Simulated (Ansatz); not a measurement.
## LiGeN (P6₃mc, No. 186, 6 atoms in the cell; start mp-1246087)

All values below come from PBE (Ansatz, a quantum-chemistry and plane-wave program, plane waves, PAW).

Settings: plane-wave cutoff 520 eV, 12×12×4 k mesh (along the axes of the cell as run), Fermi–Dirac smearing 0.01 eV, scalar-relativistic PAW data made under PBE.

Cell (relaxed at this level):

```xyz
6
Lattice="3.0158 0.0000 0.0000 -1.5079 2.6118 0.0000 0.0000 0.0000 9.4311" Properties=species:S:1:pos:R:3 pbc="T T T"
Li     1.5079     0.8706     6.9944
Li     0.0000     1.7412     2.2789
Ge     0.0000     0.0000     4.7023
Ge     0.0000     0.0000     9.4179
N      0.0000     1.7412     5.7001
N      1.5079     0.8706     0.9846
```

```yaml
band_gap: 1.45 eV (indirect)
smallest_direct_gap_on_the_k_points_sampled: 2.41 eV
direct gap at Γ: 2.80 eV
```

Spin–orbit coupling is not included.

The computed numbers hold no vibrational or temperature effects.

It cost very roughly 13 core-seconds of CPU time.

A start named mp-… is a Materials Project structure, which need not be a measured phase.
